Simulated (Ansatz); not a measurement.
**GaSb: response to strain**

Consider GaSb in the zinc blende structure (space group F-43m, No. 216; a = 6.1324 Å).

Strains are applied to the cell and any free atomic positions relax.

Level of theory: r2SCAN (Ansatz, a quantum-chemistry and plane-wave program; PAW; 500 eV plane waves; no SOC).

Candidates:
(a) isotropic strain −1.50 %
(b) isotropic strain −2.00 %
(c) isotropic strain −1.00 %
(d) isotropic strain −0.50 %

Base values:

- Band gap: 0.41 eV

Task: Order them by band gap, highest first.

Result: (b) isotropic strain −2.00 % (0.83 eV), (a) isotropic strain −1.50 % (0.76 eV), (c) isotropic strain −1.00 % (0.64 eV), (d) isotropic strain −0.50 % (0.53 eV)

With Sb present, leaving out spin-orbit coupling can change the band edges. No phonon test of stability was made.
